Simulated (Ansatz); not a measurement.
The structure below was relaxed with PBE (Ansatz, a quantum-chemistry and plane-wave program, PAW, without spin-orbit coupling), earlier PAW set.

```
BeH
1.0
    0.00000     1.82867     1.82867
    1.82867     0.00000     1.82867
    1.82867     1.82867     0.00000
H Be
1 1
Direct
  0.25000   0.25000   0.25000
  0.00000   0.00000   0.00000
```

Q: Find the space group and the Wyckoff positions.

A: Space group F-43m (No. 216); a = 3.6573 Å, b = 3.6573 Å, c = 3.6573 Å, α = 90.00°, β = 90.00°, γ = 90.00°

```
atom  site  symmetry       x       y       z
----  ----  --------  ------  ------  ------
H       4d      -43m  0.7500  0.7500  0.7500
Be      4a      -43m  0.0000  0.0000  0.0000
```

Q: Describe the coordination.

A: The crystal has 8 atoms in its conventional cell. Cell: a = b = c = 3.6573 Å, α = β = γ = 90.00°. H is surrounded by 4 Be at 1.584 Å (tetrahedral). Be is coordinated by 4 H at 1.584 Å (tetrahedral). (Neighbours: up to the widest gap in distance over summed covalent radii, below 1.35, at either atom; cation-cation and far metal-metal contacts left out.)

Whether these cells are dynamically stable was not tested. All final runs are without spin polarisation. An odd electron count without spin: BeH. The cell was made from BeTe by this change: Te → H; the result is a hypothetical phase, not in the database extracts checked.
